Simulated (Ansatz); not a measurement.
Fluorite NiSi2, treated with BLYP (Ansatz, a first-principles code, plane waves, PAW).

Settings: plane-wave cutoff 520 eV, 18×18×18 k mesh, Fermi–Dirac smearing 0.05 eV, no spin polarisation, scalar-relativistic PAW data made under PBE.

Computed points:

```csv
V (Å³/atom),E − E_lowest (meV/atom),P (GPa)
13.345,21.17,8.40
13.629,9.10,5.28
13.913,2.25,2.51
14.197,0.00,0.08
14.481,1.81,-2.08
14.765,7.21,-3.99
15.049,15.81,-5.69
```

Q: Estimate the bulk modulus and its pressure derivative from these points.

A: V0 = 14.207 Å³/atom, B0 = 114 GPa, B′ = 5.1 (fit to the energies at full precision).

Measured, for comparison: equilibrium volume per atom 13.17 Å³/atom (temperature not stated, no zero-point or thermal correction; as tabulated in Wikipedia's data pages). Computed (rounded) less measured: equilibrium volume per atom +7.9 %.

Computed values are for the static lattice.
